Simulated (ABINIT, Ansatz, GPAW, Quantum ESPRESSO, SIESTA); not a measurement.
**One structure in several programs: RbTl3 (Fm-3m, 4 atoms in the cell)**

Self-consistent single point, at a second geometry (lattice scaled by 0.98). First geometry:

```yaml
crystal:
  lattice:
    - [0.00000, 4.18059, 4.18059]
    - [4.18059, 0.00000, 4.18059]
    - [4.18059, 4.18059, 0.00000]
  atoms:
    - { symbol: Rb, position: [0.00000, 0.00000, 0.00000] }
    - { symbol: Tl, position: [0.25000, 0.25000, 0.25000] }
    - { symbol: Tl, position: [0.75000, 0.75000, 0.75000] }
    - { symbol: Tl, position: [0.50000, 0.50000, 0.50000] }
```

Shared settings, as Ansatz (a quantum-chemistry and plane-wave program) writes them: kpoints.mp_grid.grid = 7 7 7; scf.occupations.method = gaussian; scf.occupations.width = 0.1 eV. Potentials and cutoffs stand in the table.

| code | model | ΔF from the first geometry (meV/atom) | pressure (GPa) | cutoff |
|---|---|---|---|---|
| Ansatz | LDA (PW92), PAW files made with PBE | -45.2 | -3.07 | default |
| ABINIT | LDA (PW92), norm-conserving pseudopotentials (PseudoDojo nc-sr-04 LDA standard) | -45.5 | -3.10 | 62 Ry |
| Quantum ESPRESSO | LDA (PZ), GBRV 1.5 ultrasoft (LDA) pseudopotentials | -45.7 | -4.10 | 40 Ry |
| GPAW | LDA (Perdew-Wang 92), GPAW PAW datasets LDA (gpaw-data 1.0.1) | -46.9 | -3.25 | 550 eV |
| SIESTA | LDA PW92, numerical atomic orbitals DZP, PseudoDojo LDA standard norm-conserving potentials (rewritten from UPF to PSML) | -42.6 | -2.55 | grid 350 Ry |

For Quantum ESPRESSO (by 1.0 GPa) the energy change implies a higher mean pressure, against the two pressures, than for the other programs: a sign of finite-basis (Pulay) stress.

On Ansatz's run: spin-orbit coupling is off.

The spread over the programs that give each value: ΔF from the first geometry within 4.3 meV/atom; pressure within 1.55 GPa.

SIESTA uses small atom-centred bases, whose incompleteness enters pressures, forces and empty levels differently from a plane-wave cutoff. Ansatz's pressure is given at a fixed set of plane waves, as the other plane-wave codes print theirs. The same LDA comes in different parametrisations, which differ slightly.

The starting cell comes from a database of computed structures (which also holds hypothetical and non-ambient phases and stackings), without a prior relaxation at this level. Its lattice was rescaled by a random factor within 2.5 % of one. For this run, on top of that: lattice scaled by 0.98.

Left out of this page: Elk and FLEUR (not drawn, or without a comparable value).

Keys are those of Ansatz 0.2.
